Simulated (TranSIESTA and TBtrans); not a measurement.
## Na chain with one bond stretched by 2.5 Å

Junction: Na chain with one bond stretched by 2.5 Å. Leads: straight Na chain, spacing 3.3 Å. Geometry: as built, not relaxed.

TranSIESTA and TBtrans, PBE, DZP numerical orbitals (energy shift 0.15 eV), PseudoDojo norm-conserving scalar-relativistic potentials, mesh cutoff 200 Ry, 300 K, no spin polarisation, no spin-orbit coupling; self-consistent non-equilibrium Green functions.

- Conductance at 300 K (G0 = 2e²/h): 0.30
- Thermopower (μV/K): -3.7
- Mean T from −0.5 to 0.5 eV: 0.27

Energies count from the leads' Fermi level. Transmissions are for one spin of a degenerate pair. The energy step is 0.01 eV; narrower resonances are cut or missed.

```csv
E (eV),T,lead channels
-2.00,0,0
-1.80,0,0
-1.60,0,0
-1.40,0,0
-1.20,0,0
-1.00,0,0
-0.80,0.022,1
-0.60,0.067,1
-0.40,0.15,1
-0.20,0.25,1
0.00,0.30,1
0.20,0.32,1
0.40,0.33,1
0.60,0.35,1
0.80,0.41,1
1.00,0.49,1
1.20,0.60,1
1.40,0.72,1
1.60,0.84,1
1.80,0.95,1
2.00,1.13,3
```

The straight chain is held at its spacing; free chains may zigzag or dimerise. No spin-polarised start was tried, so a magnetic state, if there is one, is missed.
